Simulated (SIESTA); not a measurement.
Band structure of HgS (F-43m, 2 atoms in the cell).

```
CELL_PARAMETERS angstrom
      0.00000     2.92363     2.92363
      2.92363     0.00000     2.92363
      2.92363     2.92363     0.00000
ATOMIC_POSITIONS crystal
  Hg 0.00000 0.00000 0.00000
  S  0.25000 0.25000 0.25000
```

Level of theory: SIESTA with GGA PBE, numerical atomic orbitals TZP, PseudoDojo PBE standard norm-conserving potentials (rewritten from UPF to PSML).

Settings: XC.functional = GGA; XC.authors = PBE; potentials = PseudoDojo PBE standard; PAO.BasisSize = TZP; PAO.EnergyShift = 0.005 Ry; MeshCutoff = 350 Ry; kgrid.MonkhorstPack = 13 13 13; OccupationFunction = FD; ElectronicTemperature = 50 meV; MaxSCFIterations = 150; SCF.Mixer.Method = Broyden; SCF.Mixer.Weight = 0.1; SCF.Mixer.History = 6; SCF.DM.Tolerance = 1.0E-05.

The starting cell comes from a database of computed structures (which also holds hypothetical and non-ambient phases and stackings), without a prior relaxation at this level. Its lattice was rescaled by a random factor within 2.5 % of one. Spin-orbit coupling is off. Values carry the incompleteness of an atom-centred basis. The run gives no clean gap (levels at the Fermi energy touch, overlap or are partly filled at this smearing), which alone does not show that the compound is a metal.

Levels in eV from the Fermi level, bands 10 to 15:
```
point     10     11     12     13     14    15
-----  -----  -----  -----  -----  -----  ----
Γ      -6.62  -0.24  -0.12  -0.12  -0.12  6.12
X      -6.10  -4.93  -2.44  -2.44   3.58  4.36
W      -5.81  -5.17  -2.88  -2.48   4.15  6.34
K      -5.92  -5.13  -2.99  -2.00   3.73  5.62
L      -6.16  -5.54  -1.08  -1.08   2.00  7.07
U      -5.92  -5.13  -2.99  -2.00   3.73  5.62
```

Bands cross the Fermi level along this path, so the cell is metallic at this level.

Higher empty bands are left out: an atom-centred basis made for the valence describes them poorly.
